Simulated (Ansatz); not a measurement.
Input and output of a self-consistent single point for Ta (Im-3m, 1 atom in the cell) (Ansatz, an electronic-structure program).

Computed with PBE, PAW files (plane waves; Ansatz).

```xyz
1
Lattice="-1.6583 1.6583 1.6583 1.6583 -1.6583 1.6583 1.6583 1.6583 -1.6583" Properties=species:S:1:pos:R:3 pbc="T T T"
Ta     0.0000     0.0000     0.0000
```

Reference input (self-consistent single point, DFT, PBE, plane waves, PAW files): basis.ecutwfc = 420 eV; kpoints.mp_grid.grid = 14 14 14; hamiltonian.xc = pbe; hamiltonian.pseudopotentials = {kind: paw} (the program's default PAW files); scf.occupations.method = gaussian; scf.occupations.width = 0.1 eV. This run's input differs from it in these lines:

Ansatz 0.2 input:
```diff
@@ -10,3 +10,3 @@
 kpoints:
-  mp_grid: { grid: [14, 14, 14] }
+  mp_grid: { grid: [33, 33, 33] }
 hamiltonian:
@@ -15,3 +15,3 @@
 scf:
-  occupations: { method: gaussian, width: 0.1 eV }
+  occupations: { method: gaussian, width: 0.05 eV }
 output:
```

The program printed (abridged):

```
SCF iter   1: F=—  HF=-9933.350320 eV  |F-HF|=—  |Δ(HF+E_count)|=         —  Δρ=4.16e-2  dr2=3.34e-1  ethr=3.10e-3  ⟨swp⟩=5.4  Hψ=55341  notcnv=0
all-band conjugate gradients solve this SCF's bands
preconditioner: auto → none
SCF iter   2: F=—  HF=-9933.234490 eV  |F-HF|=—  |Δ(HF+E_count)|=   1.16e-1  Δρ=1.54e-2  dr2=2.33e-2  ethr=2.57e-3  ⟨swp⟩=2.6  Hψ=24823  notcnv=0  defer=345
SCF iter   3: F=—  HF=-9933.233214 eV  |F-HF|=—  |Δ(HF+E_count)|=   1.28e-3  Δρ=4.73e-3  dr2=1.36e-3  ethr=1.79e-4  ⟨swp⟩=2.3  Hψ=16613  notcnv=0  defer=345
SCF iter   4: F=—  HF=-9933.233539 eV  |F-HF|=—  |Δ(HF+E_count)|=   3.25e-4  Δρ=1.85e-4  dr2=1.59e-6  ethr=1.05e-5  ⟨swp⟩=1.0  Hψ=10314  notcnv=0  defer=345
SCF iter   5: F=—  HF=-9933.233544 eV  |F-HF|=—  |Δ(HF+E_count)|=   4.54e-6  Δρ=3.00e-5  dr2=4.01e-8  ethr=7.69e-10  ⟨swp⟩=7.8  Hψ=54106  notcnv=0
SCF iter   6: F=-9933.233544 eV  HF=-9933.233544 eV  |F-HF|=4.82e-10  |Δ(HF+E_count)|=   6.67e-9  Δρ=4.43e-6  dr2=9.37e-10  ethr=3.08e-10  ⟨swp⟩=2.4  Hψ=32789  notcnv=0
SCF 1 converged in 6 iterations: F = -9933.233544 eV  dr2 = 9.37e-10
Free energy (F): -9933.233544 eV
Internal energy: -9933.231922 eV  (E = F + TS)
E sigma→0 (E₀):  -9933.232733 eV
Entropy (-TS):   -0.001621 eV (-1.621 meV/atom)
Fermi energy:    18.231740 eV
--- Forces (eV/Å), atoms counted from 1 ---
  atom   1  Ta    -0.00000000     0.00000000     0.00000000
--- Stress (GPa, compression-positive) ---
        0.505002      -0.000000       0.000000
        0.000000       0.505002      -0.000000
        0.000000       0.000000       0.505002
  P = ⅓ Tr σ = 0.5050 GPa (5.050 kbar)
  The stress holds the Pulay correction. Without it, at fixed plane waves, as pw.x and ABINIT print it: P = 0.4685 GPa
```

The run converged in 6 iterations. Against the reference run the free energy rises by 8.2 meV/atom and the pressure moves little (0.46 to 0.51 GPa).

The starting cell has typed, rounded lattice constants, without a prior relaxation at this level. Its lattice was rescaled by up to half a per cent. Spin polarisation is off. Ansatz's pressure includes its estimate of the finite-basis (Pulay) stress.
